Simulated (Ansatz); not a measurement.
Start from MgSe in the rock salt structure (space group Fm-3m, No. 225; a = 5.472 Å). Axes: x, y, z lie along the cube axes.

Calculations: r2SCAN (Ansatz, a program for electronic structure), spin-orbit coupling left out.

Before the change:

- Valley order = X along ⟨100⟩ 2.48 eV; Γ 3.44 eV
- Electron mass = 0.48 mₑ along k, 0.25 mₑ across (at X)

Perturbation: the cell is stretched by 2.50 % along z with no lateral relaxation; the atoms relax in the strained cell.

### Question
How does this affect the valley order and electron mass?

### Answer
The valley order (the lowest conduction-band minima on the path, energy above the VBM, named in the base's zone) changes from X along ⟨100⟩ 2.48 eV; Γ 3.44 eV to X along [100] 2.32 eV; X along [001] 2.44 eV; Γ 3.19 eV; the electron mass changes from 0.48 mₑ along k, 0.25 mₑ across (at X) to 0.47 mₑ along k, 0.26 mₑ across (at X).

The levels and masses belong to the bands next to the band gap. Masses are band curvatures over ±0.01 Å⁻¹ around the edge. Along k means along the line from Γ to the band edge. No phonon test of stability was made.
